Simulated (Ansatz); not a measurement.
Predicting one run from its neighbours: the energy against the cutoff, BN (F-43m, 2 atoms in the cell)

```
CELL_PARAMETERS angstrom
      0.00000     1.84854     1.84854
      1.84854     0.00000     1.84854
      1.84854     1.84854     0.00000
ATOMIC_POSITIONS crystal
  B  0.00000 0.00000 0.00000
  N  0.75000 0.75000 0.75000
```

Method of the run: PBEsol, PAW files made with PBE (plane waves; Ansatz, an electronic-structure program).

Base settings: basis.ecutwfc = 420 eV; kpoints.mp_grid.grid = 8 8 8; hamiltonian.xc = pbesol; hamiltonian.pseudopotentials = {kind: paw} (the program's default PAW files); scf.occupations.method = fixed.

The last step of the ladder, which sets the zero, is basis.ecutwfc = 840 eV.

The starting cell comes from a database of computed structures (which also holds hypothetical and non-ambient phases and stackings), without a prior relaxation at this level. Its lattice was rescaled by a random factor within 2.5 % of one.

An empirical form for the window shown: the miss falls exponentially with the largest wave vector, which goes as √cutoff: ln(ΔF) = a + b·√cutoff.

| basis.ecutwfc | √cutoff (√eV) | F less the last step's (meV/atom) | ln of it |
|---|---|---|---|
| 210 eV | 14.491 | 1323.65 | 7.188 |
| 250 eV | 15.811 | ? | ? |
| 295 eV | 17.176 | 123.65 | 4.817 |
| 335 eV | 18.303 | 41.81 | 3.733 |
| 380 eV | 19.494 | 10.52 | 2.353 |

Fit the line to the 4 rows given and predict the withheld one.

Means: x̄ = 17.366, ȳ = 4.5228. Σ(x − x̄)(y − ȳ) = -13.08 and Σ(x − x̄)² = 13.71, so b = -0.9539 and a = ȳ − b·x̄ = 21.088; ΔF halves for each 0.73 in √cutoff. The largest residual of the fitted rows is 0.14. At x = 15.811 the line gives 6.006, that is 406 meV/atom. The run gave 429.96 meV/atom, a miss of 23.96 meV/atom (6 %). The table is a window of a longer ladder. The rows were chosen because the form fits them, the withheld one included, so this shows the method and is no test of the form.

Left out of this page: 5 runs of the series outside the window shown, repeating another row's setting, or not comparable.

Keys are those of Ansatz 0.2.
